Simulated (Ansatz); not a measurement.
Take Cu3Au in the Cu3Au type structure (space group Pm-3m, No. 221; a = 3.713 Å) as the base.

Method: PBEsol (Ansatz, a quantum-chemistry and plane-wave program), scalar-relativistic without spin-orbit coupling.

Base values:

| Property | Result |
|---|---|
| Lattice parameter a | 3.713 Å |

It is then changed as follows: every Cu is replaced by Mo, then cell and atoms are relaxed.

Tabulated Pauling electronegativity and covalent radius: Cu 1.90, 1.32 Å; Mo 2.16, 1.54 Å.

**Question.** Estimate the effect on the lattice parameter a.

**Answer.** The lattice parameter a goes up by 0.240 Å (3.713 Å → 3.953 Å).

Stability against distortions was not tested. As relaxed here, Mo3Au is a hypothetical phase, not in the database extracts checked. The final runs are not spin-polarised.
